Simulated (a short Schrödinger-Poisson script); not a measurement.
Structure: MOS inversion layer, SiO2 on p-type Si(100), at 400 K.

From the gate side: 2.9 nm SiO2; 650 nm Si, acceptors 4.4e17 cm⁻³.

The device is made up for the run: typed textbook-type constants, with dimensions and the other settings drawn at random. SiO2: permittivity 3.9, conduction-band edge (eV) 3.15, gap (eV) 9, electron mass (mₑ) 0.5. Si: permittivity 11.7, conduction-band edge (eV) 0, gap (eV) 1.124, Nv at 300 K (cm⁻³) 3.1e19.

Channel valleys (confinement mass, in-plane density-of-states mass, number): Δ2 0.916, 0.19, 2; Δ4 0.19, 0.417, 4. At the gate the conduction-band edge of layer 1 lies 3.49 eV − eVg above the Fermi level of the channel; the field vanishes at the back. Gaps are held at their typed values at every temperature. Mesh 0.03 nm at interfaces.

From a short Schrödinger-Poisson script (our own, NumPy): 1D Poisson equation in equilibrium, electrons quantum, Hartree (BenDaniel-Duke, 12 states a valley, the channel's in-plane mass for all, wave functions free to enter the dielectric), parabolic valleys, classical holes, full ionisation, no traps, pinning or gate leakage.

```
Vg (V)  electrons (cm⁻²)  C (μF/cm²)  Δ2 E0 (meV from the Fermi level)  Δ4 E0 (meV from the Fermi level)
------  ----------------  ----------  --------------------------------  --------------------------------
0.4               3.26e9       0.199                             288.6                             332.4
0.5              3.03e10       0.265                             210.4                             256.0
0.6              1.82e11       0.514                             147.1                             194.5
0.7              5.35e11       0.737                             108.3                             157.9
0.8              1.01e12       0.848                              84.5                             136.5
0.9              1.55e12       0.907                              67.9                             122.3
1                2.12e12       0.943                              55.2                             111.9
1.1              2.71e12       0.968                              44.8                             103.8
1.2              3.31e12       0.986                              36.1                              97.2
1.3              3.93e12       0.999                              28.4                              91.6
1.4              4.55e12        1.01                              21.5                              86.7
1.5              5.18e12        1.02                              15.3                              82.4
1.6              5.82e12        1.03                               9.6                              78.6
1.7              6.46e12        1.03                               4.4                              75.1
1.8              7.11e12        1.04                              -0.6                              71.9
1.9              7.76e12        1.04                              -5.3                              68.9
2                8.41e12        1.05                              -9.7                              66.1
2.1              9.07e12        1.05                             -13.9                              63.5
```

Gate voltages with under 1e9 electrons/cm² are left out.

### Question
At Vg = 2.1 V the lowest Δ2 subband lies at -13.9 meV from the Fermi level. How many electrons does it hold, and what share of all?

### Answer
The two-dimensional density of states is g m/(πħ²) = 1.59e11 cm⁻² meV⁻¹ (both spins), kT = 34.5 meV, so n = D kT ln(1 + exp(−E/kT)) = 5.01e12 cm⁻², 0.55 of the 9.07e12 cm⁻² in all.

### Question
Compare the slope of the sheet density between 1.9 and 2.1 V with the geometric capacitance of the layers between gate and channel.

### Answer
q Δn/ΔV = 1.05 μF/cm²; ε0/Σ(t/ε) = 1.19 μF/cm². The ratio is 0.88: the channel acts as a further capacitance in series.
